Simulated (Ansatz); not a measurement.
Worked example: self-consistent single point of CdAu (P-6m2, 2 atoms in the cell) in Ansatz (a program for electronic structure).

Method of the run: PBEsol, PAW files made with PBE (plane waves; Ansatz).

The change in words: lattice scaled by 0.98. Reference geometry:
```
CdAu
1.0
    3.09033     0.00000     0.00000
   -1.54516     2.67630     0.00000
    0.00000     0.00000     4.60128
Cd Au
1 1
Direct
  0.00000   0.00000   0.00000
  0.33333   0.66667   0.50000
```

Reference input (self-consistent single point, DFT, PBEsol, plane waves, PAW files made with PBE): kpoints.mp_grid.grid = 8 8 5; hamiltonian.xc = pbesol; hamiltonian.pseudopotentials = {kind: paw} (the program's default PAW files); scf.occupations.method = fermi_dirac; scf.occupations.width = 0.1 eV. This run's input differs from it in these lines:

```diff
@@ -2,5 +2,5 @@
   lattice:
-    - [3.090330, 0.000000, 0.000000]
-    - [-1.545165, 2.676304, 0.000000]
-    - [0.000000, 0.000000, 4.601280]
+    - [3.028523, 0.000000, 0.000000]
+    - [-1.514262, 2.622778, 0.000000]
+    - [0.000000, 0.000000, 4.509254]
   atoms:
```

The program printed (abridged):

```
SCF iter   1: F=—  HF=-21198.389351 eV  |F-HF|=—  |Δ(HF+E_count)|=         —  Δρ=1.97e-1  dr2=2.61e1  ethr=3.10e-3  ⟨swp⟩=4.8  Hψ=2739  notcnv=0
all-band conjugate gradients solve this SCF's bands
preconditioner: auto → none
SCF iter   2: F=—  HF=-21196.143950 eV  |F-HF|=—  |Δ(HF+E_count)|=    2.25e0  Δρ=1.36e-1  dr2=1.42e1  ethr=3.10e-3  ⟨swp⟩=2.3  Hψ=1434  notcnv=0
   [... lines left out ...]
SCF iter   5: F=—  HF=-21193.197942 eV  |F-HF|=—  |Δ(HF+E_count)|=   2.04e-2  Δρ=2.43e-3  dr2=2.13e-3  ethr=1.71e-4  ⟨swp⟩=2.0  Hψ=1494  notcnv=0  defer=1
SCF iter   6: F=—  HF=-21193.197708 eV  |F-HF|=—  |Δ(HF+E_count)|=   2.34e-4  Δρ=4.15e-4  dr2=4.80e-5  ethr=5.45e-6  ⟨swp⟩=2.0  Hψ=1052  notcnv=0  defer=1
SCF iter   7: F=—  HF=-21193.197712 eV  |F-HF|=—  |Δ(HF+E_count)|=   3.84e-6  Δρ=9.49e-5  dr2=1.92e-6  ethr=1.23e-7  ⟨swp⟩=2.3  Hψ=997  notcnv=0  defer=1
SCF iter   8: F=-21193.197713 eV  HF=-21193.197713 eV  |F-HF|=4.97e-9  |Δ(HF+E_count)|=   2.56e-7  Δρ=5.29e-6  dr2=7.94e-9  ethr=2.56e-10  ⟨swp⟩=4.2  Hψ=3647  notcnv=0
SCF 1 converged in 8 iterations: F = -21193.197713 eV  dr2 = 7.94e-9
Free energy (F): -21193.197713 eV
Internal energy: -21193.175068 eV  (E = F + TS)
E sigma→0 (E₀):  -21193.186390 eV
Entropy (-TS):   -0.022645 eV (-11.322 meV/atom)
Fermi energy:    18.738123 eV
--- Forces (eV/Å), atoms counted from 1 ---
  atom   1  Cd     0.00000000     0.00000000    -0.00000000
  atom   2  Au    -0.00000000     0.00000000     0.00000000
--- Stress (GPa, compression-positive) ---
        2.685292       0.000000      -0.000000
       -0.000000       2.685292       0.000000
       -0.000000       0.000000       3.054709
  P = ⅓ Tr σ = 2.8084 GPa (28.084 kbar)
  The stress holds the Pulay correction. Without it, at fixed plane waves, as pw.x and ABINIT print it: P = 2.7689 GPa
```

The run converged in 8 iterations. Against the reference run the free energy falls by 5.5 meV/atom and the pressure goes from -3.92 to 2.81 GPa.

The starting cell comes from a database of computed structures (which also holds hypothetical and non-ambient phases and stackings), without a prior relaxation at this level. For this run, on top of that: lattice scaled by 0.98. Ansatz's pressure includes its estimate of the finite-basis (Pulay) stress.

Keys are those of Ansatz 0.2.
